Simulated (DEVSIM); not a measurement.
System: Mo/SiO2/n-Si capacitor, at 300 K.

```tsv
layer (left to right)	material	thickness (nm)	Nd (cm⁻³)
1	SiO2	37.0	-
2	Si	5000	1.3e16
```

Metal gate on the left, work function 4.6 eV. Fixed charge at the semiconductor interface 0 cm⁻² (in units of +e); no interface traps.

Constants are typed, rounded textbook-type inputs, not results; the design itself was drawn at random and stands for no fabricated device. Values at 300 K; Nc and Nv go as T^1.5, mobilities as T to minus their exponent, the gap by Varshni's rule with the affinity fixed.

```
parameter         SiO2        Si
----------------  ----  --------
gap (eV)             9     1.124
affinity (eV)      0.9      4.05
permittivity       3.9      11.7
Nc (cm⁻³)            -   2.86e19
Nv (cm⁻³)            -    3.1e19
Varshni α (eV/K)     -  0.000473
Varshni β (K)        -       636
```

Simulated with DEVSIM: 1D Poisson equation in equilibrium, Boltzmann statistics, complete ionisation; no quantum confinement or tunnelling. Metal contacts follow the ideal Schottky-Mott rule: no Fermi-level pinning, no interface dipoles.

Base results: flat-band voltage (V) 0.35; capacitance of the dielectric stack (μF/cm²) 0.0933; threshold voltage (band bending 2φF) (V) -0.97; minimum of the low-frequency capacitance (μF/cm²) 0.0297.

Q: What follows from this one change: interface trap density 0 → 2e+12 cm^-2 eV^-1?

A: flat-band voltage 0.35 → 1.60 V; capacitance of the dielectric stack little changed (0.0933 μF/cm²); threshold voltage (band bending 2φF) -0.97 → -2.21 V; minimum of the low-frequency capacitance 0.0297 → 0.0743 μF/cm².

Q: What follows from this one change: temperature 300 → 500 K?

A: flat-band voltage 0.35 → 0.19 V; capacitance of the dielectric stack little changed (0.0933 μF/cm²); threshold voltage (band bending 2φF) -0.97 → -0.55 V; minimum of the low-frequency capacitance 0.0297 → 0.0435 μF/cm².

Q: What follows from this one change: gate work function 4.6 → 4.9 eV?

A: flat-band voltage 0.35 → 0.65 V; capacitance of the dielectric stack little changed (0.0933 μF/cm²); threshold voltage (band bending 2φF) -0.97 → -0.67 V; minimum of the low-frequency capacitance little changed (0.0297 μF/cm²).

Q: What follows from this one change: SiO2 thickness 0.037 → 0.044 μm?

A: flat-band voltage little changed (0.35 V); capacitance of the dielectric stack 0.0933 → 0.0785 μF/cm²; threshold voltage (band bending 2φF) -0.97 → -1.09 V; minimum of the low-frequency capacitance 0.0297 → 0.0280 μF/cm².
